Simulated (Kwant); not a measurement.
Device: wire with a side stub in a InAs two-dimensional gas. Effective mass 0.023 mₑ, grid spacing 8.3 nm, hard walls, nominal width 200 nm (25 grid rows, so walls 215.8 nm apart), one parabolic valley, scattering region 600 nm long along x; energies count from the band bottom; Fermi energy swept from 0.00032698 to 0.0038829 eV. Closed stub on one side, 170 nm wide and 390 nm deep.

Constants are typed, rounded textbook-type inputs, not results; the design itself was drawn at random and stands for no fabricated device.

Computed with Kwant: effective-mass tight-binding model on a square grid, one spin, coherent transport at 0 K. Conductance is in e²/h.

Q: How many channels do the leads carry at E = 1.94, 2.60 meV?

A: The hard-wall thresholds are n² ħ²π²/(2mW²) = n² × 0.351 meV with W = 215.8 nm. √(1.94/0.351) = 2.35, so 2. √(2.60/0.351) = 2.72, so 2.
